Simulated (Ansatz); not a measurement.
The (10-11) face of hcp Be can be cut between different planes. Symmetric, stoichiometric slabs relaxed in the 1x1 cell (9.2 Å²): top plane Be, 0.29 Å over the next in the ideal cut; top plane Be, 1.43 Å over the next in the ideal cut.

Calculation: PBE (plane waves to 420 eV, PAW; Ansatz, a program for electronic structure).

### Question
Rank these by surface energy (lowest first), as PBE gives it.

### Answer
the cut with an outer spacing of 0.29 Å (1.89 J/m²), the cut with an outer spacing of 1.43 Å (2.82 J/m²)
